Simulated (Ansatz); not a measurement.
Data:

```xyz
5
Lattice="3.9614 0.0000 0.0000 0.0000 3.9614 0.0000 0.0000 0.0000 3.9936" Properties=species:S:1:pos:R:3 pbc="T T T"
K      0.0000     0.0000     0.0000
Ta     1.9807     1.9807     1.9968
O      1.9807     0.0000     1.9968
O      0.0000     1.9807     1.9968
O      1.9807     1.9807     0.0000
```

No spin polarisation.

Computed with PBEsol (Ansatz, an electronic-structure program; PAW; 420 eV plane waves; no spin-orbit coupling). Settings: 8×8×8 k-points, 0.05 eV Fermi–Dirac smearing.

Question: Predict the space group and pressure.

Answer: The space group is P4/mmm (No. 123) and the pressure (mean of the normal stresses, compression positive) comes out as 2.09 GPa.

The cells carry an imposed strain or load. Whether these cells are dynamically stable was not tested. The cell was made from KTaO3 in the cubic perovskite structure (space group Pm-3m, No. 221) by this change: biaxial strain −0.60 %, plane normal [001], relaxed out of plane.
